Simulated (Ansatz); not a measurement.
SrGa₄ (I4/mmm), Ansatz (a quantum-chemistry and plane-wave program) with PBEsol, DFPT electron-phonon coupling, linearised Boltzmann equation. Phonon-limited resistivity 38.9 μΩ·cm at 300 K along z (a = (-2.20, 2.20, 5.31) Å; b = (2.20, -2.20, 5.31) Å; c = (2.20, 2.20, -5.31) Å), current-weighted mean free path 10.3 nm, Drude plasma energy 3.22 eV.

Q: Estimate the resistivity of a 40 nm square wire with diffuse walls from ρ ≈ ρ₀(1 + 3ℓ/4d).

A: 1 + 0.75 × 10.3/40 = 1.19, so ρ ≈ 46.4 μΩ·cm and a line 1 μm long has 290 Ω. The formula is the free-electron limit for d well above ℓ; grain boundaries add to it.

Q: What Drude relaxation time do resistivity and plasma energy imply?

A: ω_p = 4.89e15 s⁻¹, so τ = 1/(ε₀ ω_p² ρ) = 12.1 fs, a damping ħ/τ of 54.3 meV.

Q: What is the classical skin depth at 10 GHz (nonmagnetic, μ₀ = 1.257×10⁻⁶ H/m)?

A: δ = √(ρ/(π f μ₀)) = 3140 nm.

A metal at this level (no band gap). Only scattering by harmonic phonons is included (no impurities, grain boundaries, electron-electron scattering or thermal expansion). Spin-orbit coupling is left out. The run warned that the eigensolver left some states short of its tolerance. Halving the electron mesh (20x20x20) moves the resistivity by up to 9 % at 300 K, the mean free path by up to 6 %. Smearing 0.20 eV; phonons on a 5x5x5 q mesh, which this run doesn't test.

Formula and space group known from diffraction (Crystallography Open Database), not checked to be the room-temperature form: SrGa4 (I4/mmm).
